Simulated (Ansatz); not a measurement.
Start from CdSe in the zinc blende structure (space group F-43m, No. 216; a = 6.1332 Å). Axes: x, y, z lie along the cube axes.

The values are results of Ansatz (a quantum-chemistry and plane-wave program), r2SCAN, PAW, cutoff 500 eV, spin-orbit coupling left out, not measurements.

One thing is altered: a pure shear with ε_xy = ε_yx = 0.0200; the atoms relax in the strained cell.

Question: Predict the stress tensor and what it implies for the stiffness.

Answer: Stress of the strained cell less that of the base (GPa, compression positive):
```
  -0.01   -0.89    0.00
  -0.89   -0.01    0.00
   0.00    0.00   -0.03
```

Then −Δσ/γ with γ = 2ε = 0.0400 gives secant stiffness values (nonlinear terms included at this strain): C66 ≈ 22 GPa.

Stability against distortions was not tested.
